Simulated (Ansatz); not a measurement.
SnGeO₄ (model structure, started from the HfGeO4 type, I4₁/a, No. 88, 12 atoms in the cell)

These are HSE06 (Ansatz, a quantum-chemistry and plane-wave program, plane waves, PAW) values and carry that method's errors.

Run with plane-wave cutoff 460 eV, 6×6×6 k mesh, Fermi–Dirac smearing 0.01 eV, scalar-relativistic PAW data made under PBE.

Cell (relaxed with PBEsol):

```cif
data_Ge2O8Sn2
_chemical_formula_sum 'Sn2 Ge2 O8'
_space_group_name_H-M_alt 'P 1'
_space_group_IT_number 1
_cell_length_a 6.35431
_cell_length_b 6.35431
_cell_length_c 6.35431
_cell_angle_alpha 135.415
_cell_angle_beta 135.415
_cell_angle_gamma 64.886
loop_
_space_group_symop_operation_xyz
  'x, y, z'
loop_
_atom_site_label
_atom_site_type_symbol
_atom_site_fract_x
_atom_site_fract_y
_atom_site_fract_z
_atom_site_occupancy
Sn1 Sn 0.50000 0.50000 0.00000 1
Sn2 Sn 0.25000 0.75000 0.50000 1
Ge1 Ge 0.00000 0.00000 0.00000 1
Ge2 Ge 0.75000 0.25000 0.50000 1
O1 O 0.09707 0.51642 0.94953 1
O2 O 0.26642 0.81688 0.91934 1
O3 O 0.56688 0.14754 0.05047 1
O4 O 0.89754 0.34707 0.08066 1
O5 O 0.65293 0.73358 0.55047 1
O6 O 0.48358 0.43312 0.58066 1
O7 O 0.18312 0.10246 0.44953 1
O8 O 0.85246 0.90293 0.41934 1
```

| Quantity | Value |
|---|---|
| band gap | 3.00 eV (on the SCF k mesh) |
| smallest direct gap on the k points sampled | 3.02 eV |

Note: the relaxation could raise the start's symmetry but not lower it, so the cell can be a saddle point; cell and atoms aren't relaxed at this level (largest force component 0.30 eV/Å, pressure -3.8 GPa).

Spin–orbit coupling is not included.

Static lattice: no zero-point or thermal effects.

Computing time: around 7 core-minutes (rough).

A model structure was made by putting elements into a prototype or built by hand; it is no filed structure, need not be a known phase, and can be a saddle point held by its symmetry.
